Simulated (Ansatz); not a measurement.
Take Ti in the hcp (Mg type) structure (space group P6_3/mmc, No. 194; a = 2.9367 Å, c = 4.6410 Å; relaxed with 0.1 eV smearing) as the base. Axes: x lies along a and z along c of the hexagonal cell.

The values are results of Ansatz (a first-principles code), r2SCAN, PAW, cutoff 500 eV, no SOC, earlier PAW set, not measurements.

Strains are applied to the cell and any free atomic positions relax; under biaxial strain the out-of-plane vector relaxes too.

One change was made to it. Results:

| quantity | base | after |
|---|---|---|
| volume per atom | 17.33 Å³ | 18.13 Å³ |
| pressure (mean of the normal stresses, compression positive) | 0.0 GPa | -4.8 GPa |

**Question.** Which of these changes matches the shifts?
A) uniaxial strain ε_yy = +0.21 %
B) biaxial strain +3.79 %, plane normal [001], relaxed out of plane
C) biaxial strain −3.64 %, plane normal [001], relaxed out of plane
D) biaxial strain −2.07 %, plane normal [001], relaxed out of plane

**Answer.** B, biaxial strain +3.79 %, plane normal [001], relaxed out of plane. For comparison, the pressure in the other runs: uniaxial strain ε_yy = +0.21 % gives -0.2 GPa; biaxial strain −2.07 %, plane normal [001], relaxed out of plane gives 3.1 GPa; biaxial strain −3.64 %, plane normal [001], relaxed out of plane gives 5.7 GPa.

Whether these cells are dynamically stable was not tested. All final runs are without spin polarisation.
